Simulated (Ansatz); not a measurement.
We look at the energy of the reaction as written. Reaction: cell B → cell A. Negative: the products are lower in energy.

Cell A: a sheet of composition Se, 1 atom, hexagonal cell of 2.80 Å (6.8 Å²), symmetry P6/mmm, 0.0 Å thick under 16 Å of vacuum, in-plane vectors relaxed; planes from bottom to top: Se; a model cell; partly filled levels (a metallic host or states in the gap) with PBE; spin state with PBE: run without spin, k-point mesh 18×18×1.
```xyz
1
Lattice="2.8000 0.0000 0.0000 -1.4000 2.4249 0.0000 0.0000 0.0000 16.0000" Properties=species:S:1:pos:R:3 pbc="T T T"
Se     0.0000     0.0000     8.0000
```

Cell B: a sheet of composition Se, 1 atom, square cell of 2.64 Å (6.9 Å²), symmetry P4/mmm, 0.0 Å thick under 16 Å of vacuum, in-plane vectors relaxed; planes from bottom to top: Se; a model cell; partly filled levels (a metallic host or states in the gap) with PBE; spin state with PBE: run without spin, k-point mesh 14×14×1.
```
CELL_PARAMETERS angstrom
      2.63501     0.00000     0.00000
      0.00000     2.63501     0.00000
      0.00000     0.00000    16.00000
ATOMIC_POSITIONS crystal
  Se 0.00000 0.00000 0.50000
```

Computed with Ansatz (plane waves, PAW), its default PAW set, cutoff 420 eV, 500 eV for r2SCAN. The structures are at rest with PBE; other levels are single points on them. Neutral cells; Fermi-Dirac smearing of at most 0.05 eV in the solids, energies taken to zero width. The lattices are those relaxed with PBE, so at other levels the solids can be strained, which adds to the spread. A dispersion term (D3(BJ), or D4 for r2SCAN) was computed beside these levels and is taken off wherever the name lacks it. Nuclei at rest; no vibrational terms. Cell A has symmetry P6/mmm and got no random move, so less symmetric positions, which may lie lower, weren't tried. Cell B has symmetry P4/mmm and got no random move, so less symmetric positions, which may lie lower, weren't tried.

Task: What is the computed value (r2SCAN)?

Result: 0.47 eV, for cell B → cell A.

Task: How does the value move with the functional?

Result: 
```csv
Level,value (eV),less r2SCAN
PBE,0.41,-0.06
```

The levels span 0.06 eV, from PBE (0.41) to r2SCAN (0.47).

Ansatz is a quantum-chemistry and plane-wave program.
